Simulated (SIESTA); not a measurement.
Band structure of Mg7V (Fm-3m, 8 atoms in the cell).

```xyz
8
Lattice="0.0000 4.3617 4.3617 4.3617 0.0000 4.3617 4.3617 4.3617 0.0000" Properties=species:S:1:pos:R:3 pbc="T T T"
Mg     4.3617     4.3617     4.3617
Mg     2.1809     2.1809     0.0000
Mg     2.1809     2.1809     4.3617
Mg     0.0000     2.1809     2.1809
Mg     4.3617     2.1809     2.1809
Mg     2.1809     0.0000     2.1809
Mg     2.1809     4.3617     2.1809
V      0.0000     0.0000     0.0000
```
Moments meant for the start (each program seeds them in its own way; μB, in the order of the atoms Mg Mg Mg Mg Mg Mg Mg V): 0.0 0.0 0.0 0.0 0.0 0.0 0.0 2.0.

Computed with LDA PW92, numerical atomic orbitals DZP, PseudoDojo LDA standard norm-conserving potentials (rewritten from UPF to PSML) in SIESTA.

Settings: XC.functional = LDA; XC.authors = PW92; potentials = PseudoDojo LDA standard; PAO.BasisSize = DZP; PAO.EnergyShift = 0.01 Ry; MeshCutoff = 300 Ry; kgrid.MonkhorstPack = 3 3 3; OccupationFunction = FD; ElectronicTemperature = 0.1 eV; Spin = polarized; DM.InitSpin = [1 +0.00, 2 +0.00, 3 +0.00, 4 +0.00, 5 +0.00, 6 +0.00, 7 +0.00, 8 +2.00]; MaxSCFIterations = 150; SCF.Mixer.Method = Broyden; SCF.Mixer.Weight = 0.1.

The starting cell comes from a database of computed structures (which also holds hypothetical and non-ambient phases and stackings), without a prior relaxation at this level. With one magnetic atom in the cell only a parallel order is possible. Values carry the incompleteness of an atom-centred basis.

Levels in eV from the Fermi level, bands 39 to 44 of the first spin channel:
```tsv
point	39	40	41	42	43	44
Γ	-1.66	-1.66	-0.95	-0.95	-0.90	-0.02
X	-0.84	-0.84	-0.75	-0.12	0.20	2.00
W	-1.47	-1.06	-0.84	-0.04	0.26	0.26
K	-0.98	-0.91	-0.82	-0.16	0.20	0.72
L	-1.79	-1.79	-0.87	-0.87	0.22	0.31
U	-0.98	-0.91	-0.82	-0.16	0.20	0.72
```

Bands cross the Fermi level along this path, so the cell is metallic at this level.

Higher empty bands are left out: an atom-centred basis made for the valence describes them poorly.

The net moment of the cell came out as 1.72 μB.
